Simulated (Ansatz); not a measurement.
## A computed series for Si: pressure series

The parent structure is Si in the diamond structure (space group Fd-3m, No. 227).

```yaml
crystal:
  lattice:
    - [0.00000, 2.72216, 2.72216]
    - [2.72216, 0.00000, 2.72216]
    - [2.72216, 2.72216, 0.00000]
  atoms:
    - { symbol: Si, position: [0.50000, 0.50000, 0.50000] }
    - { symbol: Si, position: [0.75000, 0.75000, 0.75000] }
```

Cell and atoms are relaxed at each pressure.

Levels (all Ansatz, a first-principles code, PAW): r2SCAN (500 eV, no spin-orbit coupling); HSE06 (420 eV, no spin-orbit coupling).

Band gaps by level, all at the geometries relaxed with r2SCAN:

```
case               r2SCAN    HSE06
----------------  -------  -------
base              0.78 eV  1.14 eV
pressure −2 GPa   0.81 eV  1.18 eV
pressure −1 GPa   0.79 eV      ___
pressure 0.7 GPa  0.76 eV  1.13 eV
pressure 3 GPa    0.72 eV      ___
pressure 5 GPa    0.69 eV      ___
pressure 7.5 GPa  0.65 eV  1.01 eV
pressure 10 GPa   0.61 eV      ___
```

Task: Complete the table.

Result: 
- pressure −1 GPa, HSE06: 1.16 eV
- pressure 3 GPa, HSE06: 1.09 eV
- pressure 5 GPa, HSE06: 1.05 eV
- pressure 10 GPa, HSE06: 0.97 eV

Single points use the geometry relaxed with r2SCAN. The hybrid gap comes from the SCF mesh plus the semilocal run's edge points and a few special points and is an upper bound. Load acts through the strain it causes; cell and atoms are relaxed under it. Whether these cells are dynamically stable was not tested. Tetrahedral semiconductors of this kind turn to denser phases somewhere between about 1 and 50 GPa; those were not computed, so compressed cells here can lie past the real transition.
